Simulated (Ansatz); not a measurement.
MoSeS (P-3m1, No. 164, 6 atoms in the cell; start mp-1221404) was calculated with r²SCAN+rVV10 (PAW; Ansatz, a program for electronic structure).

Run with plane-wave cutoff 560 eV, 12×12×4 k mesh (along the axes of the cell as run), Fermi–Dirac smearing 0.01 eV, no spin polarisation, scalar-relativistic PAW data made under PBE.

Cell (relaxed at this level):

MoSSe has the trigonal space group P-3m1 (No. 164), Pearson symbol hP6. Cell: a = b = 3.2415 Å, c = 12.8735 Å, α = β = 90.00°, γ = 120.00°. Mo on 2c is surrounded by 3 S at 2.411 Å and 3 Se at 2.521 Å (trigonal prismatic). Se on 2d has 3 Mo at 2.521 Å (trigonal pyramidal). S on 2d has 3 Mo at 2.411 Å (trigonal pyramidal). (Neighbours: up to the widest gap in distance over summed covalent radii, below 1.35, at either atom; cation-cation and far metal-metal contacts left out.)

**Question.** Predict the band gap, smallest direct gap on the k points sampled and direct gap at Γ.

**Answer.** 
- band gap: 0.86 eV
- smallest direct gap on the k points sampled: 1.65 eV
- direct gap at Γ: 2.19 eV

Spin–orbit coupling is not included.

A start named mp-… is a Materials Project structure, which need not be a measured phase.
